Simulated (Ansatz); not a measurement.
# LiH in the rock salt structure (space group Fm-3m, No. 225)

Space group Fm-3m (No. 225); a = b = c = 4.0071 Å, α = β = γ = 90.00°

```
atom  site  symmetry       x       y       z
----  ----  --------  ------  ------  ------
H       4a      m-3m  0.0000  0.0000  0.0000
Li      4b      m-3m  0.5000  0.5000  0.5000
```
(The calculation used a cell of 2 atoms; values per cell refer to that cell.)

Level of theory: PBE (Ansatz, a quantum-chemistry and plane-wave program; PAW; 420 eV plane waves; spin-orbit coupling left out). Γ-centred 14×14×14 mesh, Fermi–Dirac width 0.05 eV.

- Volume per atom: 8.04 Å³
- Density: 0.82 g/cm³
- Band gap: 2.98 eV, direct at X
- Electron mass: 0.12 mₑ along k, 1.0 mₑ across
- Lowest conduction-band minima above the VBM: X along ⟨100⟩ 2.98 eV
- Total energy: -110.696 eV/atom (σ→0; compares only within this code and set-up)

Masses are band curvatures over ±0.01 Å⁻¹ around the edge. Along k means along the line from Γ to the band edge. Stability against distortions was not tested.
